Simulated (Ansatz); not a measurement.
## Ti2SnC (space group P6_3/mmc, No. 194; a cell from a computed database, its experimental status unchecked)

Space group P6₃/mmc (No. 194); a = b = 3.138 Å, c = 13.639 Å, α = β = 90.00°, γ = 120.00°

```tsv
atom	site	symmetry	x	y	z
Ti	4f	3m.	0.3333	0.6667	0.0811
Sn	2d	-6m2	0.6667	0.3333	0.2500
C	2a	-3m.	0.0000	0.0000	0.0000
```

Method: PBEsol (Ansatz, a program for electronic structure), spin-orbit coupling left out. k-mesh 17×17×4 (Γ-centred); smearing 0.05 eV (Fermi–Dirac).

| Property | Result |
|---|---|
| Volume per atom | 14.54 Å³ |
| Density | 6.47 g/cm³ |
| Band gap | zero |
| Total energy | -2786.884 eV/atom (σ→0; compares only within this code and set-up) |

Stability against distortions was not tested. All final runs are without spin polarisation.
